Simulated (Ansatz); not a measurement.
**Fermi-surface data of WC (P-6m2)**

Here is the system:

```
CELL_PARAMETERS angstrom
      2.89870     0.00000     0.00000
     -1.44935     2.51035     0.00000
      0.00000     0.00000     2.82798
ATOMIC_POSITIONS crystal
  W  0.00000 0.00000 0.00000
  C  0.66667 0.33333 0.50000
```

All values below come from PBEsol, rigid bands (plane waves, PAW, scalar-relativistic; Ansatz, an electronic-structure program). Geometry: cell and atoms relaxed with PBEsol.

```json
{
 "density of states at the Fermi level": "0.300 states/(eV·cell), both spins",
 "bare Sommerfeld coefficient": "0.35 mJ/(mol of atoms·K²)",
 "drude_plasma_energy": "3.4 (x), 3.4 (y), 3.2 (z) eV",
 "root-mean-square Fermi velocity": "5.4e5 m/s",
 "resistivity times τ": "44 (x), 44 (y), 46 (z) ×10⁻²² Ω·m·s"
}
```

A metal at this level (no band gap); rigid bands, thermally averaged at 300 K, both spins. Spin-orbit coupling is left out, which matters with elements this heavy. τ is one relaxation time for all states.
